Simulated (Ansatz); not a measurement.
fcc Au (0 0 1) on zinc-blende ZnSe (0 0 1) (film strained to the substrate, started from cuts of the bulks and a machine-learned relaxation; slabs Se6Zn5 and Au12, which can lie off the formulas)

A periodic stack without vacuum, fcc Au (0 0 1) on zinc-blende ZnSe (0 0 1) (film strained to the substrate, started from cuts of the bulks and a machine-learned relaxation; slabs Se6Zn5 and Au12, which can lie off the formulas): substrate slab Se6Zn5, film Au12, surface cells [[1, 0], [1, 1]] and [[0, -1], [2, 1]], film strained by -2.5 and -2.5 %, outermost planes Se/Se and Au/Au as cut, which need not be the usual terminations and can put a slab off its formula.

The start was prepared with a machine-learned potential, and the result is one local minimum, with the in-plane cell held and forces under 0.04 eV/Å; the film can end far from its bulk form.

Computed with PBE (plane waves to 420 eV, PAW; Ansatz, an electronic-structure program). No spin–orbit coupling; the runs are not spin-polarised; PBE gaps are too small against experiment. Its k-point mesh 8×8×1, Fermi–Dirac width 0.05 eV.

| Quantity | Result |
|---|---|
| interface area | 16.4 Å² |
| period | 29.44 Å |
| heights between the nearest atoms of the two slabs at the two interfaces | 2.13 and 2.12 Å |
| Au–Se contacts across the interfaces within 1.22 times the sum of covalent radii | 4, mean 2.62 Å |
| hole barrier (PBE) | 0.54 eV |
| electron barrier (PBE) | 0.61 eV |

```
CELL_PARAMETERS angstrom
      4.05463    -0.00037    -0.05437
     -0.00047     4.05429    -0.07685
      0.61643    -1.23743    29.46188
ATOMIC_POSITIONS crystal
  Se 0.95942 0.48498 0.13602
  Se 0.40598 0.94561 0.03917
  Se 0.94185 0.56964 0.33080
  Se 0.44685 0.02731 0.23346
  Se 0.93135 0.71231 0.52489
  Se 0.43726 0.10425 0.42823
  Zn 0.94907 0.00637 0.18477
  Zn 0.46840 0.47512 0.08689
  Zn 0.93997 0.09164 0.37952
  Zn 0.44450 0.54869 0.28214
  Zn 0.42535 0.61866 0.47742
  Au 0.71253 0.99456 0.67131
  Au 0.21899 0.49332 0.67166
  Au 0.22807 0.96260 0.59918
  Au 0.71982 0.44251 0.59714
  Au 0.70395 0.05978 0.81872
  Au 0.20842 0.56217 0.81882
  Au 0.20804 0.02760 0.74523
  Au 0.71303 0.52880 0.74535
  Au 0.71403 0.12565 0.96709
  Au 0.19729 0.61310 0.96483
  Au 0.19954 0.09503 0.89288
  Au 0.70432 0.59159 0.89233
```
